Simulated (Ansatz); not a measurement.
The starting structures come from a database of crystals and need not be the phases stable at ambient conditions.

 Where the default PAW files enter, the runs use the earlier of Ansatz's two default sets.

Tunnelling through a barrier is set by its complex band structure: the current falls as exp(−2κd) with the smallest κ.

```yaml
crystal:
  lattice:
    - [6.22071, 0.00000, 0.00000]
    - [2.10878, 5.85237, 0.00000]
    - [2.05596, -2.92619, 3.57625]
  atoms:
    - { symbol: Li, position: [0.00000, 0.00000, 0.00000] }
    - { symbol: Li, position: [0.25000, 0.25000, 0.50000] }
    - { symbol: Sc, position: [0.75000, 0.75000, 0.50000] }
    - { symbol: Sc, position: [0.50000, 0.50000, 0.00000] }
    - { symbol: F, position: [0.74132, 0.09774, 0.46782] }
    - { symbol: F, position: [0.87992, 0.45914, 0.61140] }
    - { symbol: F, position: [0.09774, 0.74132, 0.53218] }
    - { symbol: F, position: [0.45914, 0.87992, 0.38860] }
    - { symbol: F, position: [0.50868, 0.15226, 0.03218] }
    - { symbol: F, position: [0.37008, 0.79086, 0.88860] }
    - { symbol: F, position: [0.15226, 0.50868, 0.96782] }
    - { symbol: F, position: [0.79086, 0.37008, 0.11140] }
```

Space group of this cell: I4_1/a. The cell is taken as given; by r2SCAN its mean pressure is -4.5 GPa.

Transport runs along the normal of the first two printed cell vectors, the (110) plane of the conventional cell.

No gap correction and no spin-orbit coupling; mid-gap values are interpolated between computed energies.

Give the band gap and the smallest decay constant κ at mid-gap that r2SCAN (Ansatz, an electronic-structure program) yields.

Gap 6.80 eV on a 8×8×8 mesh; κ = 0.652 1/Å, at the zone centre.
